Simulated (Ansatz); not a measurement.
We consider Ag3Sn (P-6m2, No. 187, 4 atoms in the cell; start mp-1229107), described by LDA (Ansatz, a program for electronic structure, PAW).

Run with plane-wave cutoff 520 eV, 24×24×6 k mesh (along the axes of the cell as run), Fermi–Dirac smearing 0.05 eV, no spin polarisation, scalar-relativistic PAW data made under PBE.

Cell (relaxed at this level):

```cif
data_Ag3Sn
_chemical_formula_sum 'Ag3 Sn1'
_space_group_name_H-M_alt 'P 1'
_space_group_IT_number 1
_cell_length_a 3.00865
_cell_length_b 3.00865
_cell_length_c 9.24057
_cell_angle_alpha 90.000
_cell_angle_beta 90.000
_cell_angle_gamma 120.000
loop_
_space_group_symop_operation_xyz
  'x, y, z'
loop_
_atom_site_label
_atom_site_type_symbol
_atom_site_fract_x
_atom_site_fract_y
_atom_site_fract_z
_atom_site_occupancy
Ag1 Ag 0.00000 0.00000 0.50000 1
Ag2 Ag 0.66667 0.33333 0.26243 1
Ag3 Ag 0.66667 0.33333 0.73757 1
Sn1 Sn 0.00000 0.00000 0.00000 1
```

Task: What does this level give for the bulk modulus B0?

Result: 
* **bulk modulus B0**: 103 GPa

The run finds no gap.

Note: the bulk modulus is −V dP/dV from two relaxed cells at ±2 % in volume; the relaxation could not lower the start's symmetry, so the cell can be a saddle point above a distorted one.

Spin–orbit coupling is not included.

The computed numbers hold no vibrational or temperature effects.

The result took very roughly 8 core-minutes.

A start named mp-… is a Materials Project structure, which need not be a measured phase.
